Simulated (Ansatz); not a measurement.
# alpha cristobalite (1 0 1) on rock-salt MgO (1 1 1), 6 anions of the cut taken off so that formal charges cancel (film strained to the substrate, started from cuts of the bulks and a machine-learned relaxation; slabs Mg30O36 and Si10O14, which can lie off the formulas)

A periodic stack without vacuum, alpha cristobalite (1 0 1) on rock-salt MgO (1 1 1), 6 anions of the cut taken off so that formal charges cancel (film strained to the substrate, started from cuts of the bulks and a machine-learned relaxation; slabs Mg30O36 and Si10O14, which can lie off the formulas): substrate slab Mg30O36, film Si10O14, surface cells [[-3, 3], [-1, -1]] and [[0, 1], [-1, 0]], film strained by +2.5 and +3.3 %, outermost planes O/O and OSi/OSi as cut, which need not be the usual terminations and can put a slab off its formula.

The start was prepared with a machine-learned potential, and the result is one local minimum, with the in-plane cell held and forces under 0.04 eV/Å; the film can end far from its bulk form.

These are PBE (plane waves to 420 eV, PAW; Ansatz, an electronic-structure program) values and carry that method's errors. Scalar-relativistic, without spin–orbit coupling; PBE gaps are too small against experiment. Its k-point mesh 3×5×1, Fermi–Dirac width 0.05 eV.

```
Item                                                                                                Value
--------------------------------------------------------------------------------  -----------------------
interface area                                                                                    47.0 Å²
period                                                                                            22.40 Å
heights between the nearest atoms of the two slabs at the two interfaces                 0.18 and -0.15 Å
O–Si contacts across the interfaces within 1.22 times the sum of covalent radii           13, mean 1.65 Å
Mg–Si contacts across the interfaces within 1.22 times the sum of covalent radii           9, mean 2.84 Å
Mg–O contacts across the interfaces within 1.22 times the sum of covalent radii            3, mean 2.10 Å
spin-polarised check at this geometry                                             falls back to no moment
slope of the mean potential energy in the substrate                                       +11.0 MV/cm × e
```

```yaml
crystal:
  lattice:
    - [9.02183, 0.00094, 0.18322]
    - [0.00079, 5.20909, -0.07613]
    - [1.62002, 2.03779, 22.41186]
  atoms:
    - { symbol: Mg, position: [0.85012, 0.20004, 0.07149] }
    - { symbol: Mg, position: [0.50727, 0.24030, 0.06419] }
    - { symbol: Mg, position: [0.69649, 0.68348, 0.06753] }
    - { symbol: Mg, position: [0.16790, 0.21455, 0.06143] }
    - { symbol: Mg, position: [0.32979, 0.70685, 0.07218] }
    - { symbol: Mg, position: [0.04467, 0.90587, 0.96675] }
    - { symbol: Mg, position: [0.82391, 0.82682, 0.17279] }
    - { symbol: Mg, position: [0.49133, 0.83370, 0.17405] }
    - { symbol: Mg, position: [0.65407, 0.32972, 0.17611] }
    - { symbol: Mg, position: [0.14465, 0.83674, 0.17187] }
    - { symbol: Mg, position: [0.31761, 0.33568, 0.17428] }
    - { symbol: Mg, position: [0.98806, 0.34252, 0.17200] }
    - { symbol: Mg, position: [0.79447, 0.46214, 0.28389] }
    - { symbol: Mg, position: [0.46172, 0.46356, 0.28339] }
    - { symbol: Mg, position: [0.63003, 0.96299, 0.28406] }
    - { symbol: Mg, position: [0.12715, 0.46748, 0.28284] }
    - { symbol: Mg, position: [0.29409, 0.96584, 0.28233] }
    - { symbol: Mg, position: [0.95998, 0.96345, 0.28338] }
    - { symbol: Mg, position: [0.77398, 0.09197, 0.39703] }
    - { symbol: Mg, position: [0.43877, 0.09605, 0.39370] }
    - { symbol: Mg, position: [0.60819, 0.59827, 0.39150] }
    - { symbol: Mg, position: [0.09363, 0.09753, 0.39071] }
    - { symbol: Mg, position: [0.26922, 0.59724, 0.39038] }
    - { symbol: Mg, position: [0.93032, 0.58136, 0.39610] }
    - { symbol: Mg, position: [0.76469, 0.72358, 0.51450] }
    - { symbol: Mg, position: [0.42891, 0.70646, 0.49740] }
    - { symbol: Mg, position: [0.61244, 0.21915, 0.50252] }
    - { symbol: Mg, position: [0.06236, 0.72577, 0.49623] }
    - { symbol: Mg, position: [0.22174, 0.21898, 0.49319] }
    - { symbol: Mg, position: [0.87835, 0.21182, 0.58154] }
    - { symbol: O, position: [0.82073, 0.90844, 0.00521] }
    - { symbol: O, position: [0.54829, 0.00375, 0.97495] }
    - { symbol: O, position: [0.69717, 0.36040, 0.01853] }
    - { symbol: O, position: [0.25421, 0.93401, 0.99050] }
    - { symbol: O, position: [0.41375, 0.53607, 0.99904] }
    - { symbol: O, position: [0.02304, 0.28902, 0.99273] }
    - { symbol: O, position: [0.82523, 0.50447, 0.12239] }
    - { symbol: O, position: [0.49911, 0.53283, 0.11692] }
    - { symbol: O, position: [0.66242, 0.00991, 0.11710] }
    - { symbol: O, position: [0.17284, 0.50944, 0.11688] }
    - { symbol: O, position: [0.33559, 0.03866, 0.10890] }
    - { symbol: O, position: [0.00424, 0.03547, 0.11718] }
    - { symbol: O, position: [0.80721, 0.14487, 0.22761] }
    - { symbol: O, position: [0.47307, 0.14942, 0.22587] }
    - { symbol: O, position: [0.63940, 0.64780, 0.22827] }
    - { symbol: O, position: [0.14229, 0.15123, 0.22609] }
    - { symbol: O, position: [0.30819, 0.65545, 0.22502] }
    - { symbol: O, position: [0.97530, 0.65039, 0.22646] }
    - { symbol: O, position: [0.78141, 0.78053, 0.33582] }
    - { symbol: O, position: [0.44846, 0.77745, 0.33823] }
    - { symbol: O, position: [0.61248, 0.27806, 0.33703] }
    - { symbol: O, position: [0.11975, 0.78413, 0.33472] }
    - { symbol: O, position: [0.28478, 0.27734, 0.33633] }
    - { symbol: O, position: [0.94867, 0.28207, 0.33564] }
    - { symbol: O, position: [0.74576, 0.42192, 0.44331] }
    - { symbol: O, position: [0.41435, 0.39190, 0.45376] }
    - { symbol: O, position: [0.58542, 0.91007, 0.44844] }
    - { symbol: O, position: [0.10289, 0.41798, 0.44043] }
    - { symbol: O, position: [0.26304, 0.89357, 0.45290] }
    - { symbol: O, position: [0.92870, 0.89892, 0.44139] }
    - { symbol: O, position: [0.71528, 0.01924, 0.55890] }
    - { symbol: O, position: [0.34509, 0.12493, 0.60123] }
    - { symbol: O, position: [0.54238, 0.49464, 0.56104] }
    - { symbol: O, position: [0.09958, 0.01273, 0.55980] }
    - { symbol: O, position: [0.28414, 0.63199, 0.59241] }
    - { symbol: O, position: [0.92512, 0.54910, 0.55194] }
    - { symbol: Si, position: [0.96291, 0.97081, 0.69750] }
    - { symbol: Si, position: [0.41263, 0.41111, 0.61231] }
    - { symbol: Si, position: [0.39668, 0.31598, 0.75445] }
    - { symbol: Si, position: [0.20759, 0.91004, 0.60920] }
    - { symbol: O, position: [0.12937, 0.86355, 0.67781] }
    - { symbol: O, position: [0.43429, 0.40163, 0.68381] }
    - { symbol: O, position: [0.91555, 0.22950, 0.66741] }
    - { symbol: O, position: [0.83564, 0.74748, 0.71750] }
    - { symbol: O, position: [0.21529, 0.27395, 0.76867] }
    - { symbol: Si, position: [0.51199, 0.79684, 0.82027] }
    - { symbol: Si, position: [0.06024, 0.22852, 0.80994] }
    - { symbol: Si, position: [0.97800, 0.38848, 0.92544] }
    - { symbol: Si, position: [0.85010, 0.71683, 0.78897] }
    - { symbol: O, position: [0.69345, 0.76501, 0.82718] }
    - { symbol: O, position: [0.45186, 0.54466, 0.79220] }
    - { symbol: O, position: [0.08649, 0.19877, 0.88055] }
    - { symbol: O, position: [0.48065, 0.05249, 0.77690] }
    - { symbol: O, position: [0.97729, 0.97494, 0.78217] }
    - { symbol: O, position: [0.42490, 0.81097, 0.88646] }
    - { symbol: O, position: [0.93891, 0.45599, 0.80269] }
    - { symbol: O, position: [0.81124, 0.26115, 0.91352] }
    - { symbol: Si, position: [0.71806, 0.12970, 0.97348] }
    - { symbol: Si, position: [0.40833, 0.80917, 0.95935] }
    - { symbol: O, position: [0.00185, 0.68364, 0.90695] }
```
